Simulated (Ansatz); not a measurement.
Start from CdSe in the wurtzite structure (space group P6_3mc, No. 186; a = 4.340 Å, c = 7.078 Å). Axes: x lies along a and z along c of the hexagonal cell.

Computed with Ansatz (a first-principles code), r2SCAN, PAW, cutoff 500 eV, scalar-relativistic without spin-orbit coupling.

Before the change:

```
Quantity    Value
--------  -------
Band gap  1.11 eV
```

It is then changed as follows: uniaxial strain ε_zz = −1.36 %, all other strain components held at zero, atoms relaxed at fixed cell.

Q: How does this affect the band gap?

A: The band gap rises by 0.05 eV, from 1.11 eV to 1.16 eV.

Q: What does the calculation give for the largest internal atomic displacement after the change?

A: The largest internal atomic displacement amounts to 0.011 Å.

Gaps are Kohn–Sham eigenvalue differences; semilocal functionals usually give less than the measured gap. No phonon test of stability was made.
